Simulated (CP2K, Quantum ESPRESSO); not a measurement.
A CP2K input for a self-consistent single point of Se (P3_121, 3 atoms in the cell) (DFT PBEsol, GPW, DZVP-MOLOPT-SR-GTH basis, GTH-PBE potentials (GTH_POTENTIALS)):

```
&GLOBAL
  PROJECT se
  RUN_TYPE ENERGY_FORCE
  PRINT_LEVEL LOW
&END GLOBAL
&FORCE_EVAL
  METHOD Quickstep
  STRESS_TENSOR ANALYTICAL
  &DFT
    BASIS_SET_FILE_NAME BASIS_MOLOPT
    POTENTIAL_FILE_NAME GTH_POTENTIALS
    &QS
      METHOD GPW
      EPS_DEFAULT 1E-10
    &END QS
    &MGRID
      CUTOFF 400
      REL_CUTOFF 40
      NGRIDS 4
    &END MGRID
    &SCF
      SCF_GUESS ATOMIC
      EPS_SCF 1E-6
      MAX_SCF 100
      ADDED_MOS 4
      &DIAGONALIZATION
        ALGORITHM STANDARD
      &END DIAGONALIZATION
      &MIXING
        METHOD BROYDEN_MIXING
        ALPHA 0.4
        NBUFFER 8
        BETA 1
      &END MIXING
    &END SCF
    &KPOINTS
      SCHEME MONKHORST-PACK 7 7 6
      GAMMA_CENTERED T
    &END KPOINTS
    &XC
      &XC_FUNCTIONAL
        &PBE
          PARAMETRIZATION PBESOL
        &END PBE
      &END XC_FUNCTIONAL
    &END XC
    &PRINT
      &MO
        EIGENVALUES T
        OCCUPATION_NUMBERS T
        NDIGITS 8
        FILENAME mo
        &EACH
          QS_SCF 0
        &END EACH
        ADD_LAST NUMERIC
      &END MO
      &MULLIKEN OFF
      &END MULLIKEN
    &END PRINT
  &END DFT
  &SUBSYS
    &CELL
      A 4.54716500 0.00000000 0.00000000
      B -2.27358300 3.93796100 0.00000000
      C 0.00000000 0.00000000 5.02560100
      PERIODIC XYZ
    &END CELL
    &COORD
      SCALED
      Se       0.21789000     0.00000000     0.33333300
      Se       0.00000000     0.21789000     0.66666700
      Se       0.78211000     0.78211000     0.00000000
    &END COORD
    &KIND Se
      BASIS_SET DZVP-MOLOPT-SR-GTH
      POTENTIAL GTH-PBE-q6
    &END KIND
  &END SUBSYS
  &PRINT
    &FORCES ON
    &END FORCES
    &STRESS_TENSOR ON
    &END STRESS_TENSOR
  &END PRINT
&END FORCE_EVAL
```

Q: Write the same calculation as an input for Quantum ESPRESSO.

A: This is the input that was run; spellings and numerical settings could be chosen otherwise.

```fortran
&CONTROL
   calculation = 'scf',
   prefix = 'pwscf',
   outdir = './tmp',
   pseudo_dir = './',
   tprnfor = .true.,
   tstress = .true.,
/
&SYSTEM
   ibrav = 4,
   A = 4.5471653434,
   C = 5.0256010000,
   nat = 3,
   ntyp = 1,
   ecutwfc = 40,
   ecutrho = 200,
   occupations = 'fixed',
   nbnd = 15,
/
&ELECTRONS
   conv_thr = 1.0d-8,
   mixing_beta = 0.7,
/
ATOMIC_SPECIES
Se    78.9710  se_pbesol_v1.uspp.F.UPF
ATOMIC_POSITIONS {bohr}
Se    1.8723063584    0.0000000000    3.1656698339
Se   -0.9361531792    1.6214648700    6.3313396678
Se    3.3602953920    5.8202023474    0.0000000000
K_POINTS {automatic}
7 7 6  0 0 0
```

Basis, cutoffs, solver keys and any potentials are the target program's own. This input uses DFT, PBEsol, plane waves, GBRV 1.5 ultrasoft (PBESOL) pseudopotentials.

The starting cell comes from a database of computed structures (which also holds hypothetical and non-ambient phases and stackings), without a prior relaxation at this level. Its lattice was rescaled by a random factor within 2.5 % of one.
